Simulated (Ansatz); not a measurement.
# Ga vacancy + Si on the Ga site in beta Ga2O3

Level of theory: PBE, PAW (plane waves to 420 eV; Ansatz, a first-principles code). The supercell holds 120 host sites (1×3×2 repeats of a cell of 20 atoms), with a 2×2×2 shifted k-point sampling for the final energies. Sites at the start: the Ga(2) site; Ga(2) 3.16 Å away. Finite-size correction: monopole term and site-potential alignment. Dielectric constants: PBE linear response of the host. Host gap at this level: 2.01 eV. Finite-size and sampling errors can reach tenths of an eV here. PBE underestimates the host's gap, which shifts levels and can delocalise carriers. Spin–orbit coupling is left out. Each state is the lowest found from its start.

Formation energies E_f are given with the Fermi level at the valence-band maximum. Chemical conditions: Ga-rich (Δμ(Ga) = 0.00 eV, Δμ(Si) = -2.27 eV, bounded by alpha cristobalite; only phases computed here count, gases as isolated molecules at 0 K); O-rich (Δμ(Ga) = -4.56 eV, Δμ(Si) = -8.35 eV, bounded by alpha cristobalite; only phases computed here count, gases as isolated molecules at 0 K). Reference phases: Ga: alpha gallium, Si: silicon.

The name describes the start; the neighbours show where the atoms ended.

Charges with a result: 0, −1, −2. Others weren't obtained, and one of them could lie lower, also by skipping a charge.

| charge | moment (μB) | point group | largest move off a lattice site (Å) | neighbours of the last Si atom of the defect at the end (Å) | image correction with alignment (eV) | E_f, Ga-rich (eV) | E_f, O-rich (eV) | above the lowest spin state (eV) |
|---|---|---|---|---|---|---|---|---|
| 0 | 2.0 | C1 | 0.34 | O 1.80, O 1.80, O 1.82, O 1.86, O 1.87, O 1.92 | 0.00 | 7.84 | 4.81 | 0.00 |
| 0† | not spin-polarised | – | 0.35 | O 1.79, O 1.81, O 1.82, O 1.85, O 1.86, O 1.92 | 0.00 | 8.15 | 5.11 | 0.31 |
| −1 | 1.0 | C1 | 0.35 | O 1.79, O 1.81, O 1.82, O 1.85, O 1.88, O 1.93 | 0.40 | 8.30 | 5.26 | 0.00 |
| −1 | 1.0 | C1 | 0.35 | O 1.79, O 1.81, O 1.82, O 1.85, O 1.88, O 1.93 | 0.40 | 8.30 | 5.26 | 0.00 |
| −2 | 0.0 | C1 | 0.39 | O 1.78, O 1.80, O 1.82, O 1.85, O 1.89, O 1.92 | 1.05 | 9.26 | 6.22 | 0.00 |
| −2 | not spin-polarised | C1 | 0.39 | O 1.78, O 1.80, O 1.82, O 1.85, O 1.89, O 1.92 | 1.05 | 9.26 | 6.22 | 0.00 |

† A state of higher energy that isn't settled.

Point groups are those of the whole cell at tolerances of 0.03 and 0.1 Å ("near" where only the looser one holds); none is given for unsettled states.

Starting moments that weren't kept: charge −1 began with 3 μB and ended with 1.0; charge −2 began with 2 μB and ended with 0.0.

Transition levels above the valence-band maximum: ε(0/−1) = 0.45 eV; ε(−1/−2) = 0.96 eV. On the lower envelope of the bound states, inside the gap: (0/−1) at 0.45 eV; (−1/−2) at 0.96 eV.

Flagged in the runs: a host whose relaxation on this sampling wasn't shown to rest.

All states together cost roughly 24 core-hours.
